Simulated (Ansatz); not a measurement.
The parent structure is GaS in the beta-GaS type structure (space group P6_3/mmc, No. 194; layered, stacked along the Cartesian z axis).

```
GaS
1.0
    3.59081     0.00000     0.00000
   -1.79541     3.10973     0.00000
    0.00000     0.00000    15.44992
Ga S
4 4
Direct
  0.33333   0.66667   0.17077
  0.66667   0.33333   0.67077
  0.66667   0.33333   0.82923
  0.33333   0.66667   0.32923
  0.33333   0.66667   0.60034
  0.66667   0.33333   0.10034
  0.66667   0.33333   0.39966
  0.33333   0.66667   0.89966
```

Computed with plane-wave PAW DFT at the PBE-D3(BJ) level (Ansatz, an electronic-structure program, 420 eV), no spin-orbit coupling, earlier PAW set.

One change was made to it. Results:

```json
[
 {"quantity": "band gap", "base": "1.56 eV", "after": "zero"},
 {"quantity": "shortest interatomic distance", "base": "2.341 Å", "after": "2.163 Å"}
]
```

**Question.** Name the change that was made.
(A) pressure −1 GPa
(B) pressure 3 GPa
(C) pressure 7 GPa
(D) pressure 15 GPa
(E) pressure 50 GPa

**Answer.** E, pressure 50 GPa. For comparison, the band gap in the other runs: pressure 7 GPa gives 0.97 eV; pressure 15 GPa gives 0.48 eV; pressure 3 GPa gives 1.28 eV; pressure −1 GPa gives 1.72 eV.

The mesh was chosen for an insulator and is coarse for the gapless case. Load acts through the strain it causes; cell and atoms are relaxed under it. Whether these cells are dynamically stable was not tested. Competing high-pressure phases were not computed. The final runs are not spin-polarised.
